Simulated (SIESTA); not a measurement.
## A self-consistent single point of CdAu (P-6m2, 2 atoms in the cell) with SIESTA

Computed with GGA PBEsol, numerical atomic orbitals DZP, PseudoDojo PBEsol standard norm-conserving potentials (rewritten from UPF to PSML) run with SIESTA.

Input:

```
# files in the folder: Cd.psml Au.psml (PseudoDojo PBEsol standard)
SystemName  CdAu
SystemLabel siesta

NumberOfAtoms                2
NumberOfSpecies              2
%block ChemicalSpeciesLabel
  1 48 Cd
  2 79 Au
%endblock ChemicalSpeciesLabel
LatticeConstant              1.0 Ang
%block LatticeVectors
     3.090330000    0.000000000    0.000000000
    -1.545165000    2.676304000    0.000000000
     0.000000000    0.000000000    4.601280000
%endblock LatticeVectors
AtomicCoordinatesFormat      Bohr
%block AtomicCoordinatesAndAtomicSpecies
     0.000000000    0.000000000    0.000000000  1
    -0.000002920    3.371656077    4.347579511  2
%endblock AtomicCoordinatesAndAtomicSpecies

XC.functional                GGA
XC.authors                   PBEsol
PAO.BasisSize                DZP
PAO.EnergyShift              0.005 Ry
MeshCutoff                   300 Ry
%block kgrid.MonkhorstPack
    8   0   0  0.0
    0   8   0  0.0
    0   0   5  0.0
%endblock kgrid.MonkhorstPack
OccupationFunction           FD
ElectronicTemperature        100.0 meV

MaxSCFIterations             150
SCF.Mixer.Method             Pulay
SCF.Mixer.Weight             0.25
SCF.Mixer.History            8
SCF.DM.Tolerance             1.0E-04
Diag.ParallelOverK           true
WriteForces                  true
```

The program printed (abridged):

```
reinit: Reading from file input.fdf

reinit: System Name: CdAu
reinit: System Label: siesta

coor:   Atomic-coordinates input format  =     Cartesian coordinates
coor:                                            (in Bohr units)

siesta: Atomic coordinates (Bohr) and species
siesta:      0.00000   0.00000   0.00000  1        1
siesta:     -0.00000   3.37166   4.34758  2        2

siesta: System type = bulk

initatomlists: Number of atoms, orbitals, and projectors:      2    38    43

siesta: ******************** Simulation parameters ****************************
redata: Spin configuration                          = none
redata: Time-Reversal Symmetry                      = T
redata: Number of Atomic Species                    =        2
redata: Mesh Cutoff                                 =   300.0000 Ry
redata: Net charge of the system                    =     0.0000 |e|
redata: Min. number of SCF Iter                     =        0
redata: Max. number of SCF Iter                     =      150
redata: SCF convergence failure will abort job
redata: SCF mix quantity                            = Hamiltonian
redata: Mix DM or H after convergence               =   F
redata: Recompute H after scf cycle                 =   F
redata: Mix DM in first SCF step                    =   T
redata: No kicks to SCF
redata: DM Mixing Weight for Kicks                  =     0.5000
redata: Require Harris convergence for SCF          =   F
redata: Harris energy tolerance for SCF             =     0.000100 eV
redata: Require DM convergence for SCF              =   T
redata: DM tolerance for SCF                        =     0.000100
redata: Require EDM convergence for SCF             =   F
redata: EDM tolerance for SCF                       =     0.001000 eV
redata: Require H convergence for SCF               =   T
redata: Hamiltonian tolerance for SCF               =     0.001000 eV
redata: Require (free) Energy convergence for SCF   =   F
redata: (free) Energy tolerance for SCF             =     0.000100 eV
redata: Using DFT-D3 dispersion                     =   F
redata: Using Saved Data (generic)                  =   F
redata: Method of Calculation                       = Diagonalization
redata: Electronic Temperature                      =  1160.4518 K
redata: Number of TDED substeps                     =        3
redata: Dynamics option                             = Single-point calculation
redata: Save all siesta data in one NC              =   F
redata: ***********************************************************************

%block SCF.Mixers
  Pulay
%endblock SCF.Mixers

%block SCF.Mixer.Pulay
  # Mixing method
  method pulay
  variant stable

  # Mixing options
  weight 0.2500
  weight.linear 0.2500
  history 8
%endblock SCF.Mixer.Pulay

DM_history_depth set to one: no extrapolation allowed by default for geometry relaxation
Size of DM history Fstack: 1
Total number of electrons:    39.000000
Total ionic charge:    39.000000

* ProcessorY, Blocksize:    1  39

* Orbital distribution balance (max,min):    38    38

k-point displ. along   1 input, could be:     0.00    0.50
k-point displ. along   2 input, could be:     0.00    0.50
 Kpoints in:          192 . Kpoints trimmed:          168

siesta: k-grid: Number of k-points = 168
siesta: k-points from Monkhorst-Pack grid
siesta: k-cutoff (effective) =    11.503 Ang
siesta: k-point supercell and displacements
siesta: k-grid:     8     0     0      0.000
siesta: k-grid:     0     8     0      0.000
siesta: k-grid:     0     0     5      0.000

diag: Algorithm                                     = D&C
diag: Parallel over k                               =   F
diag: Use parallel 2D distribution                  =   F
diag: Parallel block-size                           = 39
diag: Parallel distribution                         =     1 x     1
diag: Used triangular part                          = Lower
diag: Absolute tolerance                            =  0.100E-15
diag: Orthogonalization factor                      =  0.100E-05
diag: Memory factor                                 =  1.0000

superc: Internal auxiliary supercell:     5 x     7 x     5  =     175
superc: Number of atoms, orbitals, and projectors:    350   6650   7525

                        Single-point calculation

superc: Internal auxiliary supercell:     5 x     7 x     5  =     175
superc: Number of atoms, orbitals, and projectors:    350   6650   7525

outcell: Unit cell vectors (Ang):
        3.090330    0.000000    0.000000
       -1.545165    2.676304    0.000000
        0.000000    0.000000    4.601280

outcell: Cell vector modules (Ang)   :    3.090330    3.090330    4.601280
outcell: Cell angles (23,13,12) (deg):     90.0000     90.0000    120.0000
outcell: Cell volume (Ang**3)        :     38.0556
new_DM -- step:     1
Initializing Density Matrix...

Attempting to read DM from file... Failed...
DM filled with atomic data:

InitMesh: MESH = 30 x 30 x 48 = 43200
InitMesh: Mesh cutoff (required, used) =   300.000   300.765 Ry

stepf: Fermi-Dirac step function

        iscf     Eharris(eV)        E_KS(eV)     FreeEng(eV)     dDmax    Ef(eV) dHmax(eV)
   scf:    1    -8761.263334    -8773.544087    -8773.570565  1.923489 -1.090972 12.798050
   scf:    2    -8779.632147    -8777.444975    -8777.463951  0.650809 -1.931994  4.234823
   scf:    3    -8778.201505    -8777.879158    -8777.900514  0.256913 -2.144808  1.526225
   scf:    4    -8777.969871    -8777.940852    -8777.964566  0.166495 -2.269868  0.091726
   scf:    5    -8777.940070    -8777.940654    -8777.965270  0.044668 -2.299904  0.069653
   scf:    6    -8777.940627    -8777.940821    -8777.965170  0.011547 -2.309798  0.112744
   scf:    7    -8777.940986    -8777.940969    -8777.965390  0.005571 -2.312373  0.011191
   scf:    8    -8777.940903    -8777.940938    -8777.965392  0.001242 -2.311944  0.008894
   scf:    9    -8777.940967    -8777.940953    -8777.965394  0.000746 -2.312024  0.000566
   scf:   10    -8777.940955    -8777.940954    -8777.965394  0.000038 -2.312026  0.000250

SCF Convergence by DM+H criterion
max |DM_out - DM_in|         :     0.0000379321
max |H_out - H_in|      (eV) :     0.0002499284
SCF cycle converged after 10 iterations

Using DM_out to compute the final energy and forces

siesta: E_KS(eV) =            -8777.9410

siesta: E_KS - E_eggbox =     -8777.9410

siesta: Atomic forces (eV/Ang):
     1   -0.000004    0.000002    0.000000
     2    0.000004   -0.000002   -0.000000
   Tot   -0.000001    0.000000   -0.000000
   Max    0.000004
   Res    0.000003    sqrt( Sum f_i^2 / 3N )
   Max    0.000004    constrained

Stress tensor Voigt[x,y,z,yz,xz,xy] (kbar):       58.28       58.41       58.03        0.00        0.00        0.11
(Free)E + p*V (eV/cell)    -8779.3488
Target enthalpy (eV/cell)    -8777.9654

siesta: Program's energy decomposition (eV):
siesta: Ebs     =     -1380.002935
siesta: Eions   =     11916.682920
siesta: Ena     =      1419.135084
siesta: Ekin    =      2821.010133
siesta: Enl     =       173.536563
siesta: Eso     =         0.000000
siesta: Edftu   =         0.000000
siesta: DEna    =        60.797839
siesta: DUscf   =         1.600302
siesta: DUext   =         0.000000
siesta: Ex      =     -1254.667889
siesta: Ec      =       -82.670065
siesta: Exc     =     -1337.337955
siesta: Eharris =     -8777.940955
siesta: Etot    =     -8777.940954
siesta: FreeEng =     -8777.965394

siesta: Stress tensor (static) (eV/Ang**3):
siesta:     0.036377    0.000067    0.000000
siesta:     0.000067    0.036454    0.000000
siesta:     0.000000    0.000000    0.036221

siesta: Cell volume =         38.055634 Ang**3

siesta: Pressure (static):
siesta:                Solid            Molecule  Units
siesta:          -0.00039591         -0.00039591  Ry/Bohr**3
siesta:          -0.03635113         -0.03635109  eV/Ang**3
siesta:         -58.24092801        -58.24087406  kBar
```

The run converged in 10 iterations.

The starting cell comes from a database of computed structures (which also holds hypothetical and non-ambient phases and stackings), without a prior relaxation at this level. Values carry the incompleteness of an atom-centred basis. With a pressure of about -6 GPa the cell is away from its equilibrium volume at this level.
